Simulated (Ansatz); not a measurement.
# Ta, response to strain

Start from Ta in the bcc (W type) structure (space group Im-3m, No. 229; a = 3.254 Å; relaxed with 0.1 eV smearing). Axes: x, y, z lie along the cube axes.

Strains are applied to the cell and any free atomic positions relax; under biaxial strain the out-of-plane vector relaxes too.

The values are results of LDA (Ansatz, an electronic-structure program, PAW, without spin-orbit coupling), not measurements.

Notes on the quantities. pressure: mean of the normal stresses, compression positive; energy relative to the base: free energy F.

```csv
change,pressure,energy relative to the base,ratio −ε⊥/ε∥
base,0.0 GPa,0 meV/atom,–
"biaxial strain −3.00 %, plane normal [001], relaxed out of plane",6.0 GPa,+29 meV/atom,1.24
"biaxial strain −2.00 %, plane normal [001], relaxed out of plane",3.9 GPa,+12 meV/atom,1.20
"biaxial strain −1.50 %, plane normal [001], relaxed out of plane",2.9 GPa,+6.9 meV/atom,1.19
"biaxial strain −1.00 %, plane normal [001], relaxed out of plane",1.9 GPa,+3.0 meV/atom,1.18
"biaxial strain −0.50 %, plane normal [001], relaxed out of plane",0.9 GPa,+0.7 meV/atom,–
"biaxial strain +0.50 %, plane normal [001], relaxed out of plane",-0.9 GPa,+0.7 meV/atom,–
"biaxial strain +1.00 %, plane normal [001], relaxed out of plane",-1.7 GPa,+2.8 meV/atom,1.16
"biaxial strain +1.50 %, plane normal [001], relaxed out of plane",-2.5 GPa,+6.2 meV/atom,1.16
"biaxial strain +2.00 %, plane normal [001], relaxed out of plane",-3.2 GPa,+11 meV/atom,1.17
```

Stability against distortions was not tested. All final runs are without spin polarisation.
